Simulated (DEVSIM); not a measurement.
System: illuminated Si p-on-n cell, one wavelength, at 400 K.

| layer (left to right) | material | thickness (μm) | Nd (cm⁻³) | Na (cm⁻³) | τn (s) | τp (s) | absorption coefficient (cm⁻¹) |
|---|---|---|---|---|---|---|---|
| 1 | Si | 0.300 | - | 5.1e18 | 2.1e-5 | 6.4e-6 | 310 |
| 2 | Si | 180 | 2.3e17 | - | 0.00014 | 0.00014 | 310 |

Left contact: ohmic, minority electron recombination velocity 6e5 cm/s. Right contact: ohmic, minority hole recombination velocity 100 cm/s. Voltage is applied to the left contact. Recombination: SRH at mid-gap, radiative, Auger. Gap narrowing is on: ΔEg = 6.92 meV × (l + √(l² + 0.5)), l = ln(N/1.3e17 cm⁻³), shared equally by both band edges. Light enters at the left, 1.2e18 photons cm⁻² s⁻¹, one pass, no reflection. Mobility is μmin + (μ − μmin)/(1 + (N/Nref)^α).

This is a model device: material constants are rounded textbook-type values typed into the input, and sizes, dopings and lifetimes were drawn at random. Values at 300 K; Nc and Nv go as T^1.5, mobilities as T to minus their exponent, the gap by Varshni's rule with the affinity fixed.

| parameter | Si |
|---|---|
| gap (eV) | 1.124 |
| affinity (eV) | 4.05 |
| permittivity | 11.7 |
| Nc (cm⁻³) | 2.86e19 |
| Nv (cm⁻³) | 3.1e19 |
| μn (cm²/Vs) | 1417 |
| μp (cm²/Vs) | 470 |
| μn,min | 52 |
| μp,min | 45 |
| Nref,n | 9.7e16 |
| Nref,p | 2.2e17 |
| αn | 0.68 |
| αp | 0.72 |
| T exponent of μn | 2.3 |
| T exponent of μp | 2.2 |
| B (cm³/s) | 4.7e-15 |
| Cn (cm⁶/s) | 2.8e-31 |
| Cp (cm⁶/s) | 9.9e-32 |
| Varshni α (eV/K) | 0.000473 |
| Varshni β (K) | 636 |

Model (solved in DEVSIM): 1D drift-diffusion, Boltzmann statistics, complete ionisation; no tunnelling, impact ionisation, image-force lowering or self-heating.

The thickness of layer 2 was swept, all else fixed.

```csv
thickness of layer 2 (μm),open-circuit voltage (V),dark forward voltage at 100 A/cm² (V),share of generated pairs collected at short circuit,largest power (mW/cm²)
36,0.434,0.692,0.952,39.6
63,0.441,0.710,0.921,49.6
110,0.443,0.742,0.876,53.4
180,0.443,0.793,0.841,52.7
310,0.442,0.897,0.823,51.7
540,0.442,1.093,0.819,51.4
900,0.442,1.410,0.819,51.3
```

From the first row to the last the open-circuit voltage goes from 0.434 to 0.442. From the first row to the last the dark forward voltage at 100 A/cm² goes from 0.692 to 1.410.
